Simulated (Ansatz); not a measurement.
Take Rb₃GaF₆ (space group Fm-3m, No. 225; a cell from a computed database, its experimental status unchecked) as the base.

Rb$_{3}$GaF$_{6}$ is modelled in the cubic space group Fm-3m (No. 225), Pearson symbol cF40. Lattice parameters: a = 9.0081 Å, b = 9.0081 Å, c = 9.0081 Å, α = 90.00°, β = 90.00°, γ = 90.00°. Rb1 on 8c sees 12 F at 3.205 Å. Rb2 on 4b has 6 F at 2.610 Å (octahedral). Ga on 4a is surrounded by 6 F at 1.894 Å (octahedral). F on 24e sees 1 Ga at 1.894 Å and 1 Rb at 2.610 Å and 4 Rb at 3.205 Å (octahedral). (Neighbours: up to the widest gap in distance over summed covalent radii, below 1.35, at either atom; cation-cation and far metal-metal contacts left out.)
(The calculation used a cell of 10 atoms; values per cell refer to that cell.)

All numbers come from Kohn–Sham DFT with the r2SCAN functional, run in Ansatz (a program for electronic structure) with PAW and 500 eV plane waves, no SOC.

Base values:

```
Quantity                             Value
-----------------------------  -----------
Band gap                           6.85 eV
Gap character                  direct at Γ
Width of the top valence band      0.08 eV
```

Perturbation: full substitution Ga → In, then cell and atoms are relaxed.

Tabulated Pauling electronegativity and covalent radius: Ga 1.81, 1.22 Å; In 1.78, 1.42 Å.

Problem. Predict the new band gap.

Solution. The band gap drops by 0.866 eV (6.85 eV → 5.99 eV).

Problem. Predict the new gap character.

Solution. The gap character goes from direct at Γ to indirect, L → Γ.

Problem. Predict the new width of the top valence band.

Solution. The width of the top valence band increases by 0.238 eV, from 0.08 eV to 0.31 eV.

Whether these cells are dynamically stable was not tested. For Rb3InF6 in this form, whether it has been made was not checked.
